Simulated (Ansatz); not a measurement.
Output of an Ansatz run (abridged):

```
WARN the atoms were moved onto the symmetric positions of the space group found under crystal.symmetry.tolerance 1.0e-5 (fractional …
WARN ansatz: RAYON_NUM_THREADS=1 ignored (pool sized by the plan → 1); use --threads N
Pseudopotentials: kind: paw
Pseudopotential: Cd, paw, valence charge 20
Pseudopotential: H, paw, valence charge 1
Pseudopotential: Cl, paw, valence charge 7
Pseudopotential: O, paw, valence charge 6
Crystal: 8 atoms, lattice volume = 127.775 Å³
Basis set: ecut = 420 eV, 2519 PW (Γ)
Bands: 42, of which v1, the nominal top of the filled ones, is band 34 counted from 1 (33 counted from 0)
Symmetry: 6 space group operations
Space group: P3m1 (ITA 156), of the structure as read, at distance tolerance 5.0e-5 Å
k-points: 25 of 192 (time reversal used)
PAW frozen core: Cd, regenerated for the run's functional, and the local potential with it
PAW frozen core: Cl, regenerated for the run's functional, and the local potential with it
PAW frozen core: O, regenerated for the run's functional, and the local potential with it
Initial density: superposition of atomic densities (neutral atoms: chi_scale 0, normalization atom), corrected by the library's trained network
Initial wavefunctions: pseudopotential atomic-orbital guess
Eigensolver: davidson
Functional: x = slater, c = lda
SCF iter   1: F=—  HF=-19469.153425 eV  |F-HF|=—  |Δ(HF+E_count)|=         —  Δρ=1.20e-2  dr2=1.71e-1  ethr=1.77e-3  ⟨swp⟩=5.0  Hψ=3389  notcnv=0  defer=150
all-band conjugate gradients solve this SCF's bands
preconditioner: auto → Resta (q_TF=auto, 2.456 Å⁻¹)
SCF iter   2: F=—  HF=-19469.107040 eV  |F-HF|=—  |Δ(HF+E_count)|=   4.64e-2  Δρ=4.77e-3  dr2=2.36e-2  ethr=2.52e-4  ⟨swp⟩=2.3  Hψ=1712  notcnv=0  defer=150
SCF iter   3: F=—  HF=-19469.100965 eV  |F-HF|=—  |Δ(HF+E_count)|=   6.08e-3  Δρ=2.14e-3  dr2=5.59e-3  ethr=3.47e-5  ⟨swp⟩=2.0  Hψ=1659  notcnv=0  defer=150
SCF iter   4: F=—  HF=-19469.099544 eV  |F-HF|=—  |Δ(HF+E_count)|=   1.42e-3  Δρ=6.27e-4  dr2=3.89e-4  ethr=8.22e-6  ⟨swp⟩=2.0  Hψ=1312  notcnv=0  defer=150
SCF iter   5: F=—  HF=-19469.099517 eV  |F-HF|=—  |Δ(HF+E_count)|=   2.72e-5  Δρ=1.65e-4  dr2=3.71e-5  ethr=5.71e-7  ⟨swp⟩=2.0  Hψ=1605  notcnv=0  defer=138
SCF iter   6: F=—  HF=-19469.099501 eV  |F-HF|=—  |Δ(HF+E_count)|=   1.61e-5  Δρ=5.99e-5  dr2=5.59e-6  ethr=5.46e-8  ⟨swp⟩=2.0  Hψ=1237  notcnv=0  defer=88
SCF iter   7: F=—  HF=-19469.099504 eV  |F-HF|=—  |Δ(HF+E_count)|=   2.49e-6  Δρ=4.40e-5  dr2=2.14e-6  ethr=8.22e-9  ⟨swp⟩=2.0  Hψ=1616  notcnv=0  defer=88
SCF iter   8: F=—  HF=-19469.099503 eV  |F-HF|=—  |Δ(HF+E_count)|=   2.63e-7  Δρ=1.44e-5  dr2=2.44e-7  ethr=3.14e-9  ⟨swp⟩=2.0  Hψ=1612  notcnv=0  defer=88
SCF iter   9: F=-19469.099504 eV  HF=-19469.099504 eV  |F-HF|=3.55e-9  |Δ(HF+E_count)|=   7.21e-8  Δρ=3.16e-6  dr2=1.39e-8  ethr=1.47e-10  ⟨swp⟩=11.3  Hψ=5228  notcnv=0
SCF 1 converged in 9 iterations: F = -19469.099504 eV  dr2 = 1.39e-8
SCF converged after 9 iterations
Free energy (F): -19469.099504 eV
Harris-Foulkes:  -19469.099504 eV  (|F-HF|=3.55e-9)
Internal energy: -19469.099504 eV  (E = F + TS)
E sigma→0 (E₀):  -19469.099504 eV
Fermi energy:    4.159630 eV
--- Per-component energies (eV) ---
  E_band       = -1132.763512
  E_kinetic    = 1699.805669
  E_local      = -9724.585343  (includes V_loc(G=0)·N_el)
  E_nonlocal   = 249.777173
  E_hartree    = 4344.898998
  E_xc         = -719.273893
  E_vxc        = -887.043764  (∫ρ·V_xc dr)
  E_paw        = -9444.478593  (= ΣΔE_a)
  E_vpaw       = -1160.514980  (= ΣTr[D̂ρ^β])
  E_aug_tail   = 0.002934  (compensation charges beyond the density's cutoff)
  E_ewald      = -5877.354414
  E_core_change = 2.107964  (= ΣΔE_core)
  E_smearing   = -0.000000  (= −TS)
  E_closure    = -0.000000  (closes the sum)
  Σ components = -19469.099504   (vs F -19469.099504, Δ=0.00e0)
--- Forces (eV/Å), atoms counted from 1 ---
  atom   1  Cd    -0.00000000    -0.00000000    -0.36480976
  atom   2  Cd     0.00000000     0.00000000     0.03943906
  atom   3  H     -0.00000000    -0.00000000     0.41214521
  atom   4  H      0.00000000     0.00000000     0.41350924
  atom   5  Cl     0.00000000     0.00000000    -0.51167048
  atom   6  Cl    -0.00000000    -0.00000000    -0.35155259
  atom   7  O      0.00000000     0.00000000     0.30072290
  atom   8  O     -0.00000000    -0.00000000     0.06219374
  max |Σ_I F_I| component: 2.27e-5 eV/Å
--- Stress (GPa, compression-positive) ---
       -7.754448       0.000000       0.000000
        0.000000      -7.754448       0.000000
        0.000000       0.000000      -6.525398
  P = ⅓ Tr σ = -7.3448 GPa (-73.448 kbar)
  The stress holds the Pulay correction. Without it, at fixed plane waves, as pw.x and ABINIT print it: P = -7.6723 GPa
--- Band table (eV; the first three rows and the last of 25) ---
  k-point 0: bands = ["-95.5142", "-95.4881", "-56.7152", "-56.6929", "-56.6556", "-56.6556", "-56.6280", "-56.6280", "-13.1438", "-12.9683", "-9.2615", "-9.0000", "-2.4944", "-2.2775", "-2.1816", "-2.1816", "-2.1733", "-2.1733", "-1.6700", [...]
  k-point 1: bands = ["-95.5142", "-95.4881", "-56.7152", "-56.6929", "-56.6556", "-56.6556", "-56.6280", "-56.6280", "-13.1433", "-12.9689", "-9.2582", "-9.0035", "-2.4434", "-2.3305", "-2.1800", "-2.1800", "-2.1749", "-2.1749", "-1.6700", [...]
  k-point 2: bands = ["-95.5142", "-95.4881", "-56.7151", "-56.6928", "-56.6559", "-56.6557", "-56.6283", "-56.6281", "-13.1273", "-12.9520", "-9.2177", "-8.9589", "-2.4226", "-2.2692", "-2.1451", "-2.1369", "-2.1280", "-2.1232", "-1.6876", [...]
  k-point 24: bands = ["-95.5141", "-95.4880", "-56.7149", "-56.6926", "-56.6574", "-56.6568", "-56.6298", "-56.6292", "-13.0234", "-12.8493", "-8.9042", "-8.6492", "-2.1254", "-2.0777", "-1.9255", "-1.9140", "-1.8125", "-1.7536", "-1.6996", [...]
```

The structure:

```
CELL_PARAMETERS angstrom
      3.75361     0.00000     0.00000
     -1.87681     3.25073     0.00000
      0.00000     0.00000    10.47164
ATOMIC_POSITIONS crystal
  Cd 0.66667 0.33333 0.49696
  Cd 0.33333 0.66667 0.99219
  H  0.00000 0.00000 0.31842
  H  0.00000 0.00000 0.81842
  Cl 0.66667 0.33333 0.15574
  Cl 0.33333 0.66667 0.65574
  O  0.00000 0.00000 0.41324
  O  0.00000 0.00000 0.91324
```

Task: Write an input that gives this output.

Result: Other spellings and defaults could give the same log, and not every line can be read from it. The input that was run (DFT, LDA (PW92), plane waves, default PAW files made with PBE):

Ansatz 0.2 input:
```yaml
# CdHClO
crystal:
  lattice:
    - [3.753615, 0.000000, 0.000000]
    - [-1.876807, 3.250726, 0.000000]
    - [0.000000, 0.000000, 10.471638]
  atoms:
    - { symbol: Cd, position_ang: [1.876810, 1.083574, 5.204038] }
    - { symbol: Cd, position_ang: [-0.000002, 2.167152, 10.389855] }
    - { symbol: H, position_ang: [0.000000, 0.000000, 3.334379] }
    - { symbol: H, position_ang: [0.000000, 0.000000, 8.570198] }
    - { symbol: Cl, position_ang: [1.876810, 1.083574, 1.630853] }
    - { symbol: Cl, position_ang: [-0.000002, 2.167152, 6.866672] }
    - { symbol: O, position_ang: [0.000000, 0.000000, 4.327300] }
    - { symbol: O, position_ang: [0.000000, 0.000000, 9.563119] }
basis:
  ecutwfc: 420.0 eV
kpoints:
  mp_grid:
    grid: [8, 8, 3]
hamiltonian:
  xc: lda
  pseudopotentials:
    kind: paw
scf:
  occupations:
    method: fixed
output:
  forces: true
  eigenvalues: true
  stress: true
```

The starting cell comes from a database of computed structures (which also holds hypothetical and non-ambient phases and stackings), without a prior relaxation at this level. Its lattice was rescaled by up to half a per cent. One atom was moved a little off its site on purpose. With a pressure of about -7 GPa the cell is away from its equilibrium volume at this level. Ansatz's pressure includes its estimate of the finite-basis (Pulay) stress.

Ansatz is a program for electronic structure.
